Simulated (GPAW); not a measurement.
A self-consistent single point of Li3Mg (P6_3/mmc, 8 atoms in the cell) with GPAW.

Method: PBEsol, GPAW PAW datasets PBEsol (made by gpaw-setup) (plane waves; GPAW).

```xyz
8
Lattice="6.0910 0.0000 0.0000 -3.0455 5.2749 0.0000 0.0000 0.0000 5.0115" Properties=species:S:1:pos:R:3 pbc="T T T"
Li     1.5237     0.8797     1.2529
Li     1.5218     4.3952     3.7587
Li     0.0000     1.7594     3.7587
Li     3.0455     3.5155     1.2529
Li     4.5673     0.8797     1.2529
Li    -1.5218     4.3952     3.7587
Mg     0.0000     3.5166     1.2529
Mg     3.0455     1.7583     3.7587
```

Reference input (self-consistent single point, DFT LDA (Perdew-Wang 92), plane waves, GPAW PAW datasets LDA (gpaw-data 1.0.1)): mode = pw; ecut = 800 eV; xc = LDA; kpts = 4 4 5; mesh shift (steps) = 0 0 0; occupations.name = fermi-dirac; occupations.width = 0.05 eV; nbands = -14; convergence.density = 1e-05 e/electron; symmetry.symmorphic = false; symmetry.tolerance = 0.0005; maxiter = 100. This run's input differs from it in these lines:

```diff
@@ -19,3 +19,3 @@
 calc = GPAW(mode=PW(800),
-            xc='LDA',
+            xc='PBEsol',
             kpts={'size': (4, 4, 5), 'gamma': True},
```

Its files differ too (potentials: GPAW PAW datasets PBEsol (made by gpaw-setup)).

Output, abridged:

```
     iter     time        total  log10-change:
                         energy   eigst   dens
iter:   1 --:--:--   -16.229414
iter:   2 --:--:--   -16.180303   -0.46  -1.20
iter:   3 --:--:--   -15.803601   -0.86  -1.24
iter:   4 --:--:--   -15.808667   -1.54  -1.56
iter:   5 --:--:--   -15.786897   -2.09  -1.58
iter:   6 --:--:--   -15.792789   -2.43  -2.10
iter:   7 --:--:--   -15.788758c  -3.81  -2.15
iter:   8 --:--:--   -15.786242c  -4.01  -2.35
iter:   9 --:--:--   -15.786194c  -4.90  -3.00
iter:  10 --:--:--   -15.786213c  -5.11  -3.17
iter:  11 --:--:--   -15.786208c  -5.79  -3.84
iter:  12 --:--:--   -15.786208c  -6.63  -4.37
iter:  13 --:--:--   -15.786208c  -7.33  -4.37
iter:  14 --:--:--   -15.786207c  -7.32  -4.39
iter:  15 --:--:--   -15.786207c  -8.48c -4.78
iter:  16 --:--:--   -15.786208c  -8.50c -5.00
iter:  17 --:--:--   -15.786207c  -8.91c -4.97
iter:  18 --:--:--   -15.786207c -10.14c -5.41c
Converged after 18 iterations.

Dipole moment: (-0.000000, 0.000000, -0.000000) |e|*Ang

Energy contributions relative to reference atoms: (reference = -12081.585902)

Kinetic:         +9.835754
Potential:       -5.738399
External:        +0.000000
XC:             -19.791056
Entropy (-ST):   -0.025154
Local:           -0.079930
SIC:             +0.000000
--------------------------
Free energy:    -15.798784
Extrapolated:   -15.786207

Showing only first 2 kpts
 Kpt  Band  Eigenvalues  Occupancy
  0    11      0.60721    1.99997
  0    12      0.76754    1.99921
  0    13      0.92556    1.98163
  0    14      1.88996    0.00000

  1    11      0.76327    1.99928
  1    12      1.06798    1.72408
  1    13      1.11119    1.44951
  1    14      1.86375    0.00000

Fermi level: 1.15960

No gap
   [... lines left out ...]
  2 Li    0.00000   -0.01268    0.00000
  3 Li    0.00000    0.01268    0.00000
  4 Li    0.01098   -0.00634    0.00000
  5 Li   -0.01098    0.00634   -0.00000
  6 Mg    0.00000    0.00000   -0.00000
  7 Mg    0.00000   -0.00000    0.00000

Stress tensor:
     0.000537     0.000000     0.000000
     0.000000     0.000537     0.000000
     0.000000     0.000000     0.000374
Stress (GPa, Voigt): [0.0861 0.0861 0.0599 0.     0.     0.    ]
```

The run converged in 18 iterations. GPAW prints stress with tension positive. Against the reference run the pressure goes from -1.05 to -0.08 GPa and the largest force goes from 0.000 to 0.013 eV/Å.

The starting cell comes from a database of computed structures (which also holds hypothetical and non-ambient phases and stackings), without a prior relaxation at this level.

Cost on one core of a shared machine: roughly 40 s.
